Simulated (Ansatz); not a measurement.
The starting structures come from a database of crystals and need not be the phases stable at ambient conditions.

By PBEsol, the system below comes out a metal.

Without scattering a metal conducts by its projected Fermi surface.

Consider the following.

```yaml
crystal:
  lattice:
    - [4.34661, 0.00000, 0.00000]
    - [0.00000, 4.34661, 0.00000]
    - [2.17330, -2.17330, 3.07351]
  atoms:
    - { symbol: In, position: [0.00000, 0.00000, 0.00000] }
    - { symbol: Sb, position: [0.50000, 0.50000, 0.00000] }
```

Space group of this cell: Fm-3m, rock salt. The cell is taken as given; by PBEsol its mean pressure is -2.7 GPa.

The current flows along the normal of the first two printed cell vectors, the (001) plane of the conventional cell. No spin-orbit coupling; the value is a mean over 0.1 eV about the Fermi level.

Problem. Estimate the ballistic conductance per area that Ansatz (an electronic-structure program) with PBEsol returns for this system.

Solution. 0.80 × 10¹⁵ S/m² for both spins.
